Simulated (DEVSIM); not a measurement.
Structure: Co/AlN/n-Ge capacitor, at 300 K.

```
layer (left to right)  material  thickness (nm)  Nd (cm⁻³)
---------------------  --------  --------------  ---------
1                           AlN            2.20          -
2                            Ge             490     1.5e18
```

Metal gate on the left, work function 5 eV. Fixed charge at the semiconductor interface -5.4e12 cm⁻² (in units of +e); interface traps 1.2e10 cm⁻² eV⁻¹, uniform in energy, neutral level at 0.7 of the gap above the valence band.

Constants are typed, rounded textbook-type inputs, not results; the design itself was drawn at random and stands for no fabricated device. Values at 300 K.

```
parameter      AlN       Ge
-------------  ---  -------
gap (eV)       6.1    0.664
affinity (eV)  1.9        4
permittivity   8.5       16
Nc (cm⁻³)        -  1.04e19
Nv (cm⁻³)        -     6e18
```

Simulated with DEVSIM: 1D Poisson equation in equilibrium, Boltzmann statistics, complete ionisation; no quantum confinement or tunnelling. Metal contacts follow the ideal Schottky-Mott rule: no Fermi-level pinning, no interface dipoles.

Tabulate band edges, carrier densities and field at 0.5 V on the gate.

Energies count from the Fermi level of the right contact; mesh points crowd at the junctions.

```tsv
x (μm)	Ec (eV)	Ev (eV)	n (cm⁻³)	p (cm⁻³)	field (V/cm)
0.000	2.600	-3.500	< 1e2	< 1e2	370000
0.0006252	2.623	-3.477	< 1e2	< 1e2	370000
0.001247	2.646	-3.454	< 1e2	< 1e2	370000
0.001856	2.668	-3.432	< 1e2	< 1e2	370000
0.002842	0.554	-0.110	5.1e9	8.5e16	-400000
0.004135	0.503	-0.161	3.6e10	1.2e16	-380000
0.006537	0.417	-0.247	1.0e12	4.2e14	-340000
0.01221	0.251	-0.413	6.3e14	6.9e11	-240000
0.02087	0.103	-0.561	1.9e17	2.2e9	-100000
0.03506	0.052	-0.612	1.4e18	3.1e8	-4900
0.05941	0.050	-0.614	1.5e18	2.9e8	-10
0.1237	0.050	-0.614	1.5e18	2.9e8	≈ 0
0.2187	0.050	-0.614	1.5e18	2.9e8	≈ 0
0.3292	0.050	-0.614	1.5e18	2.9e8	≈ 0
0.4152	0.050	-0.614	1.5e18	2.9e8	≈ 0
0.4478	0.050	-0.614	1.5e18	2.9e8	≈ 0
0.4668	0.050	-0.614	1.5e18	2.9e8	≈ 0
0.4784	0.050	-0.614	1.5e18	2.9e8	≈ 0
0.4862	0.050	-0.614	1.5e18	2.9e8	≈ 0
0.4892	0.050	-0.614	1.5e18	2.9e8	≈ 0
0.4909	0.050	-0.614	1.5e18	2.9e8	≈ 0
0.4922	0.050	-0.614	1.5e18	2.9e8	≈ 0
```
